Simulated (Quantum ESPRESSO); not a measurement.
Checking a run of Quantum ESPRESSO on Zr₂As₃S (P4mm, 6 atoms in the cell). The aim is a self-consistent single point with DFT, LDA (PZ), plane waves, GBRV 1.5 ultrasoft (LDA) pseudopotentials.

Cell that was meant: a = 3.8710 Å, b = 3.8710 Å, c = 8.2181 Å, α = 90.00°, β = 90.00°, γ = 90.00°.

Part of the input:

```fortran
 degauss = 0.0036749,
/
&electrons
 conv_thr = 1.0d-2,
 mixing_beta = 0.3,
/
ATOMIC_SPECIES
```

The program printed (abridged):

```
     G-vector sticks info
     --------------------
     sticks:   dense  smooth     PW     G-vecs:    dense   smooth      PW
   [... lines left out ...]
        k(    2) = (   0.0000000   0.0000000   0.1177587), wk =   0.0204082
        k(    3) = (   0.0000000   0.0000000  -0.2355173), wk =   0.0102041
   [... 27 lines left out ...]

     Dense  grid:    80289 G-vectors     FFT dimensions: (  45,  45,  90)

     Smooth grid:    28383 G-vectors     FFT dimensions: (  30,  30,  64)

     Initial potential from superposition of free atoms

     starting charge      44.9958, renormalised to      45.0000

     negative rho (up, down):  1.222E-01 0.000E+00
     Self-consistent Calculation

     iteration #  1     ecut=    40.00 Ry     beta= 0.30

     Threshold (ethr) on eigenvalues was too large:
     Diagonalizing with lowered threshold

     negative rho (up, down):  1.228E-01 0.000E+00

     total energy              =    -342.47420889 Ry
     estimated scf accuracy    <       0.26037749 Ry

     iteration #  2     ecut=    40.00 Ry     beta= 0.30

     negative rho (up, down):  1.231E-01 0.000E+00

     total energy              =    -342.50576687 Ry
     estimated scf accuracy    <       0.13856283 Ry

     iteration #  3     ecut=    40.00 Ry     beta= 0.30

     negative rho (up, down):  1.234E-01 0.000E+00

     total energy              =    -342.52522186 Ry
     estimated scf accuracy    <       0.03588832 Ry

     iteration #  4     ecut=    40.00 Ry     beta= 0.30

     negative rho (up, down):  1.242E-01 0.000E+00
     End of self-consistent calculation

     the Fermi energy is    10.4938 ev

!    total energy              =    -342.52594136 Ry
     estimated scf accuracy    <       0.00701819 Ry
     smearing contrib. (-TS)   =      -0.00003730 Ry
     internal energy E=F+TS    =    -342.52590405 Ry

     convergence has been achieved in   4 iterations

     negative rho (up, down):  1.242E-01 0.000E+00

     Forces acting on atoms (cartesian axes, Ry/au):

     atom    1 type  1   force =     0.00000000    0.00000000   -0.00640921
     atom    2 type  1   force =     0.00000000    0.00000000    0.00200315
     atom    3 type  2   force =     0.00000000    0.00000000    0.00241332
     atom    4 type  2   force =     0.00000000    0.00000000    0.00241332
   [... lines left out ...]
     Total force =     0.012344     Total SCF correction =     0.070992
   [... lines left out ...]

     negative rho (up, down):  1.242E-01 0.000E+00
          total   stress  (Ry/bohr**3)                   (kbar)     P=     -144.70
  -0.00097868   0.00000000   0.00000000         -143.97        0.00        0.00
   0.00000000  -0.00097868   0.00000000            0.00     -143.97        0.00
   0.00000000   0.00000000  -0.00099367            0.00        0.00     -146.17

   JOB DONE.
```

### Question
Is this run sound? If not, what is wrong?

### Answer
The run is not sound. The fault is a convergence threshold that is too loose. A loop that stops early leaves an energy error of second order in the density error, but errors of first order in forces and stress. To fix it, tighten the threshold. The run converged in 4 iterations without an error; against the sound input the free energy goes up by 3.1 meV/atom, the pressure goes from -13.23 to -14.47 GPa and the largest force goes from 0.142 to 0.183 eV/Å. The full log also holds: “SCF correction compared to forces is large: reduce conv_thr to get better values”.

The sound input it was made from differs as follows (other fixes are possible):
```diff
- conv_thr = 1.0d-2,
+ conv_thr = 1.0d-10,
```

With that input, the run converged in 17 iterations: free energy E − TS -4660.3215 eV; Fermi level (on the code's own zero) 10.49 eV; pressure -13.23 GPa; largest force (vector length) 0.142 eV/Å (DFT, LDA (PZ), plane waves, GBRV 1.5 ultrasoft (LDA) pseudopotentials).

On the sound input: the starting cell comes from a database of computed structures (which also holds hypothetical and non-ambient phases and stackings), without a prior relaxation at this level. Its lattice was rescaled by a random factor within 2.5 % of one. With a pressure of about -13 GPa the cell is away from its equilibrium volume at this level.
